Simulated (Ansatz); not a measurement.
Take ZnSiP2 in the chalcopyrite structure (space group I-42d, No. 122; a = 5.378 Å, c = 10.466 Å) as the base.

The values are results of r2SCAN, PAW, 500 eV (Ansatz, a quantum-chemistry and plane-wave program; no spin-orbit coupling), not measurements.

Base values:

The hole mass is 0.18 mₑ along c, 0.38 mₑ across (at Γ), the band gap is 1.55 eV and the density is 3.41 g/cm³.

Now apply this change: a hydrostatic pressure of 18 GPa.

### Question
What does the calculation give for the hole mass after the change?

### Answer
The hole mass goes from 0.18 mₑ along c, 0.38 mₑ across (at Γ) to 0.23 mₑ along c, 0.32 mₑ across (at Γ).

### Question
What happens to the band gap?

### Answer
The band gap decreases by 0.36 eV, from 1.55 eV to 1.19 eV.

### Question
What does the calculation give for the density after the change?

### Answer
The density increases by 0.52 g/cm³ (3.41 g/cm³ → 3.93 g/cm³).

Load acts through the strain it causes; cell and atoms are relaxed under it. Effective masses come from finite differences of ±0.01 Å⁻¹. Whether these cells are dynamically stable was not tested. Competing high-pressure phases were not computed.
